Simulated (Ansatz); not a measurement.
## Worked sum: energy of configuration A over configuration B

Subject: the energy of configuration A over configuration B. The value is E(A) − E(B).

A: a supercell of 64 sites of Si (diamond, Fd-3m) with C on a Si site (3 Si at 2.02 Å and 1 Ge at 2.16 Å); Ge on a Si site (1 C at 2.16 Å and 3 Si at 2.46 Å); the closest two of these centres are 2.2 Å apart; spin state with PBE: run without spin.

B: a supercell of 64 sites of Si (diamond, Fd-3m) with Ge on a Si site (4 Si at 2.41 Å); C on a Si site (4 Si at 2.03 Å); the closest two of these centres are 5.5 Å apart; spin state with PBE: run without spin.

Ansatz (a program for electronic structure) with PAW potentials; structures come from PBE relaxations, nuclei static, no net charge. Ansatz runs with its default PAW set. Other levels take these structures. The lattices are those relaxed with PBE, so at other levels the solids can be strained, which adds to the spread. Larger cells are relaxed from a start prepared with the learned potential CHGNet till forces fall under 0.03 eV/Å, which some starts already meet. A dispersion term (D3(BJ), or D4 for r2SCAN) was computed beside these levels and is taken off wherever the name lacks it. Cell A has symmetry R3m and got no random move, so less symmetric positions, which may lie lower, weren't tried. Cell B has symmetry P-42m and got no random move, so less symmetric positions, which may lie lower, weren't tried.

Total energies of the cells in eV, at zero smearing width. They compare only within one column; the weights balance every element.

```tsv
cell	atoms	weight	PBE	PBEsol
A: Si:C_Si + Ge_Si	64	+1	-43964.28130	-43030.59520
B: Si:C_Si + Ge_Si	64	−1	-43964.33558	-43030.67338
```

PBE: (-43964.28130) − (-43964.33558) = 0.054 eV.

PBEsol: (-43030.59520) − (-43030.67338) = 0.078 eV.
